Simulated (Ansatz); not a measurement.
An Ansatz (an electronic-structure program) run: Mg with a change (strain tensor (xx, yy, zz, yz, xz, xy) = (−0.39, −0.20, −0.94, +0.23, +0.79, +0.31) %); DFT with PBEsol, PAW potentials and a 420 eV plane-wave cutoff in Ansatz, scalar-relativistic without spin-orbit coupling.

Input:

Ansatz 0.2 input:
```yaml
crystal:
  lattice:
    - [3.1627389894, 0.009684122, 0.0250834635]
    - [-1.5729827991, 2.7393947483, -0.0063548251]
    - [0.0407861944, 0.0116163212, 5.1142790049]
  atoms:
    - { symbol: Mg, position: [0.3333333333, 0.6666666667, 0.75] }
    - { symbol: Mg, position: [0.6666666667, 0.3333333333, 0.25] }
basis: { ecutwfc: 420, ecutrho_ratio: 4, xc_grid: 2, fft_grid_basis: typed }
kpoints: { mp_grid: { grid: [21, 21, 11] } }
hamiltonian:
  xc: pbesol
  dispersion: none
  pseudopotentials: { kind: paw }
scf: { occupations: { method: fermi_dirac, width: 0.1 }, convergence: { dr2_threshold: 0.0000000002 } }
relax: { f_tol: 0.005, max_steps: 50 }
output: { forces: true, stress: true }
checkpoint: { write: state.ck, write_every: 1000 }
```

Output (explanatory and most iteration lines left out):

```
Relaxation: its limit of steps is 50 (relax.max_steps)
Pseudopotential: Mg, paw, valence charge 10
Crystal: 2 atoms, lattice volume = 44.385 Å³
Basis set: ecut = 420 eV, 861 PW (Γ), exchange–correlation on 48×48×72 points (8 copies of the dense FFT grid, shifted against one another)
Bands: 14, of which v1, the nominal top of the filled ones, is band 10 counted from 1 (9 counted from 0)
Symmetry: 2 space group operations
Space group: P-1 (ITA 2), of the structure as read, at distance tolerance 3.5e-5 Å
k-points: 2426 of 4851
Functional: x = pbesol(κ = 0.804, μ = 0.12345679012345678), c = pbesol(β = 0.046)
SCF iter   1: F=—  HF=-3824.115077 eV  |F-HF|=—  |Δ(HF+E_count)|=         —  Δρ=2.09e-3  dr2=9.75e-4  ethr=1.77e-3  ⟨swp⟩=5.0  Hψ=168929  notcnv=0
SCF iter   2: F=—  HF=-3824.113804 eV  |F-HF|=—  |Δ(HF+E_count)|=   1.27e-3  Δρ=9.40e-4  dr2=2.72e-4  ethr=4.88e-6  ⟨swp⟩=2.5  Hψ=78357  notcnv=0
SCF 1 converged in 7 iterations: F = -3824.113693 eV  dr2 = 4.51e-11
relax step   1: F+E_penalty+E_count = -3824.11369286 eV  Δ(F+E_penalty+E_count) = +0.000e0 eV  max|allowed force component| = 4.880e-3 eV/Å  Δτ_max = 0.0000 Å  (7 SCF iters, accepted)
SCF converged after 7 iterations
Free energy (F): -3824.113693 eV
Internal energy: -3824.087817 eV  (E = F + TS)
E sigma→0 (E₀):  -3824.100755 eV
Entropy (-TS):   -0.025876 eV (-12.938 meV/atom)
Fermi energy:    5.890685 eV
--- Forces (eV/Å), atoms counted from 1 ---
  atom   1  Mg    -0.00488041     0.00293106     0.00054680
  atom   2  Mg     0.00488041    -0.00293106    -0.00054680
--- Stress (GPa, compression-positive) ---
        0.535578      -0.157105      -0.313435
       -0.157105       0.433048      -0.086684
       -0.313435      -0.086684       0.824871
  P = ⅓ Tr σ = 0.5978 GPa (5.978 kbar)
--- Relaxed structure (1 steps of the walk, 1 accepted, 0 SCFs on fresh bases) ---
  atoms:
    - { symbol: Mg, position: [0.33333333330000003, 0.6666666667, 0.7500000000000001] }
    - { symbol: Mg, position: [0.6666666666999999, 0.3333333333, 0.25000000000000006] }
```

Whether these cells are dynamically stable was not tested. The cell was made from Mg in the hcp (Mg type) structure (space group P6_3/mmc, No. 194) by this change: strain tensor (xx, yy, zz, yz, xz, xy) = (−0.39, −0.20, −0.94, +0.23, +0.79, +0.31) %.
